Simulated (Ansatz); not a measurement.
The reference is Mo in the bcc (W type) structure (space group Im-3m, No. 229; a = 3.151 Å; relaxed with 0.1 eV smearing). Axes: x, y, z lie along the cube axes.

Calculations: r2SCAN (Ansatz, a program for electronic structure; PAW; 500 eV plane waves; no spin-orbit coupling).

Strains are applied to the cell and any free atomic positions relax; under biaxial strain the out-of-plane vector relaxes too.

One change was made to it. Results:

```csv
quantity,base,after
volume per atom,15.64 Å³,15.96 Å³
"pressure (mean of the normal stresses, compression positive)",0.0 GPa,-5.2 GPa
energy relative to the base (free energy F),0 meV/atom,+12 meV/atom
```

**Question.** Name the change that was made.
A) biaxial strain +3.00 %, plane normal [001], relaxed out of plane
B) biaxial strain +2.50 %, plane normal [001], relaxed out of plane
C) biaxial strain +1.00 %, plane normal [001], relaxed out of plane
D) biaxial strain +1.50 %, plane normal [001], relaxed out of plane
E) biaxial strain +2.00 %, plane normal [001], relaxed out of plane

**Answer.** D, biaxial strain +1.50 %, plane normal [001], relaxed out of plane. For comparison, the energy relative to the base in the other runs: biaxial strain +3.00 %, plane normal [001], relaxed out of plane gives +45 meV/atom; biaxial strain +2.50 %, plane normal [001], relaxed out of plane gives +32 meV/atom; biaxial strain +2.00 %, plane normal [001], relaxed out of plane gives +20 meV/atom; biaxial strain +1.00 %, plane normal [001], relaxed out of plane gives +5.2 meV/atom.

Whether these cells are dynamically stable was not tested. All final runs are without spin polarisation.
